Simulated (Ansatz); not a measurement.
The reference is WSi2 (space group I4/mmm, No. 139; a = 3.229 Å, c = 7.870 Å; relaxed with 0.1 eV smearing). Axes: x, y, z lie along a, b, c of the conventional cell.

(Cell as relaxed with PBE.)

Levels (all Ansatz, a program for electronic structure, PAW, earlier PAW set): PBE (420 eV, without spin-orbit coupling); r2SCAN (500 eV, scalar-relativistic without spin-orbit coupling).

Each level relaxes its own structure.

```csv
base,PBE,r2SCAN
volume per atom,13.68 Å³,13.42 Å³
lattice parameter a,3.229 Å,3.212 Å
band gap,zero,zero
```

Now apply this change: uniaxial stress, 5 GPa tension along z, with the cell and atoms free to relax against it.

```tsv
quantity	PBE	r2SCAN
secant Young's modulus along z	460 GPa	520 GPa
energy relative to the base (free energy F)	+2.3 meV/atom	+2.0 meV/atom
volume per atom	13.77 Å³	13.51 Å³
```

PBE's secant Young's modulus along z lies 59.0 GPa below r2SCAN's; PBE's energy relative to the base lies 0.3 meV/atom above r2SCAN's; PBE's volume per atom lies 0.26 Å³ above r2SCAN's (2.0 %). Neither level is exact; r2SCAN is the comparison here, not a measurement.

Load acts through the strain it causes; cell and atoms are relaxed under it. Beyond what the load breaks, stability against distortions was not tested. All final runs are without spin polarisation.
